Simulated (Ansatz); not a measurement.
Start from SrTiO3 in the cubic perovskite structure (space group Pm-3m, No. 221; a = 3.891 Å).

Computed with PBEsol (Ansatz, a program for electronic structure), spin-orbit coupling left out, earlier PAW set.

One change was made to it. Results:

```
quantity        base       after
--------  ----------  ----------
band gap     1.86 eV     3.31 eV
density   5.17 g/cm³  5.35 g/cm³
```

Problem. What was done to the base?
(A) Ti → Be
(B) Ti → Sc
(C) Ti → Zr

Solution. C, Ti → Zr. For comparison, the band gap in the other runs: Ti → Be gives zero; Ti → Sc gives zero.

Other magnetic orders, which the real material may have, were not ruled out. Stability against distortions was not tested. For SrBeO3 and SrScO3 in this form, whether it has been made was not checked. Spin-polarised in the final run: SrBeO3 and SrScO3; the other runs are not. Many cubic perovskites are stable only at high temperature; tilts and polar distortions were not tested.
